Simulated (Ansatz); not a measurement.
Input and output of a relaxation of cell and atoms for Rh (Fm-3m, 1 atom in the cell) (Ansatz, a first-principles code).

Level of theory: PBE (plane waves, PAW; Ansatz).

The change in words: atoms on their sites; relax: default → cell and atoms. Reference geometry:
```
CELL_PARAMETERS angstrom
      0.00000     1.90950     1.90950
      1.90950     0.00000     1.90950
      1.90950     1.90950     0.00000
ATOMIC_POSITIONS crystal
  Rh 0.00000 0.00000 0.00000
```

Reference input (self-consistent single point, DFT, PBE, plane waves, default PAW files): basis.ecutwfc = 420 eV; kpoints.mp_grid.grid = 15 15 15; hamiltonian.xc = pbe; hamiltonian.pseudopotentials = {kind: paw} (the program's default PAW files); scf.occupations.method = fermi_dirac; scf.occupations.width = 0.1 eV. This run's input differs from it in these lines:

```diff
@@ -20,2 +20,4 @@
     width: 0.1 eV
+relax:
+  cell: {}
 output:
```

Output, abridged:

```
   [... SCF lines of the steps left out ...]
relax step   1: F+E_penalty+E_count = -6402.91050669 eV  Δ(F+E_penalty+E_count) = +0.000e0 eV  max|allowed force component| = 0.000e0 eV/Å  Δτ_max = 0.0000 Å  P = +2.624 GPa  Ω = 13.925 Å³  (6 SCF iters, dr2 threshold 1.00e-7 eV, accepted)
relax step   2: F+E_penalty+E_count = -6402.91074402 eV  Δ(F+E_penalty+E_count) = -2.373e-4 eV  max|allowed force component| = 0.000e0 eV/Å  Δτ_max = 0.0000 Å  P = -2.017 GPa  Ω = 14.179 Å³  energy of the carried Pulay correction = -1.765e-4 eV  (4 [...]
relax step   3: F+E_penalty+E_count = -6402.91154505 eV  Δ(F+E_penalty+E_count) = -8.010e-4 eV  max|allowed force component| = 0.000e0 eV/Å  Δτ_max = 0.0000 Å  P = -0.043 GPa  Ω = 14.068 Å³  energy of the carried Pulay correction = -9.942e-5 eV  (4 [...]
relax step   4: F+E_penalty+E_count = -6402.91163915 eV  Δ(F+E_penalty+E_count) = -9.410e-5 eV  max|allowed force component| = 0.000e0 eV/Å  Δτ_max = 0.0000 Å  P = -0.045 GPa  Ω = 14.068 Å³  stress off target by 4.53e-2 GPa  SCF on the basis [...]
basis re-selected at this cell: Δ(F+E_penalty+E_count) = -9.410e-5 eV, ΔP = -0.002 GPa vs the last step
Free energy (F): -6402.911639 eV
Internal energy: -6402.865825 eV  (E = F + TS)
E sigma→0 (E₀):  -6402.888732 eV
Entropy (-TS):   -0.045814 eV (-45.814 meV/atom)
Fermi energy:    21.731899 eV
--- Forces (eV/Å), atoms counted from 1 ---
  atom   1  Rh    -0.00000000     0.00000000    -0.00000000
--- Stress (GPa, compression-positive) ---
       -0.045281      -0.000000      -0.000000
       -0.000000      -0.045281      -0.000000
       -0.000000      -0.000000      -0.045281
  P = ⅓ Tr σ = -0.0453 GPa (-0.453 kbar)
   [... lines left out ...]
to start a new deck from the relaxed geometry:
  cell:  # Å, volume = 14.0676 Å³
    - [1.528611609868677e-34, 1.9160059580704951, 1.9160059580704951]
    - [1.9160059580704951, 3.290097644678285e-34, 1.9160059580704951]
    - [1.9160059580704951, 1.9160059580704951, 7.424116282304902e-35]
  atoms:
    - { symbol: Rh, position: [0.0, 0.0, 0.0] }
```

The run converged. 

Summary of the result:
- Free energy E − TS (on the zero of these files): -6402.9116 eV
- Fermi level (on the code's own zero): 21.73 eV
- Pressure: -0.05 GPa
- Final cell: a = 2.7096 Å, b = 2.7096 Å, c = 2.7096 Å, α = 60.00°, β = 60.00°, γ = 60.00°
- Final volume per atom: 14.07 Å³
- Relaxation steps: 4

The starting cell has typed, rounded lattice constants, without a prior relaxation at this level. Its lattice was rescaled by up to half a per cent. Spin polarisation is off. The relaxation keeps the symmetry of its start, so its end need not be a minimum. Ansatz's pressure includes its estimate of the finite-basis (Pulay) stress.

Keys are those of Ansatz 0.2.
